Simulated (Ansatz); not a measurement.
System: SrC2 (C2/c, No. 15). Method: r²SCAN-D4 (Ansatz, a quantum-chemistry and plane-wave program, PAW).

Run with plane-wave cutoff 500 eV, 10×10×6 k mesh (along the axes of the cell as run), gaussian smearing 0.02 eV, scalar-relativistic PAW data made under PBE.

Cell (relaxed at this level):

```
SrC2
1.0
    3.50860    -2.22124     0.02514
    3.50860     2.22124     0.02514
   -2.31872     0.00000     7.33051
Sr C
2 4
Direct
  0.17866   0.82134   0.75000
  0.82134   0.17866   0.25000
  0.42435   0.13355   0.55605
  0.57565   0.86645   0.44395
  0.86645   0.57565   0.94395
  0.13355   0.42435   0.05605
```

**Question.** Give the computed band gap.

**Answer.** 
- band gap: 2.50 eV (on the SCF k mesh)

Note: the relaxation could not lower the start's symmetry, so the cell can be a saddle point above a distorted one.

Spin–orbit coupling is not included.
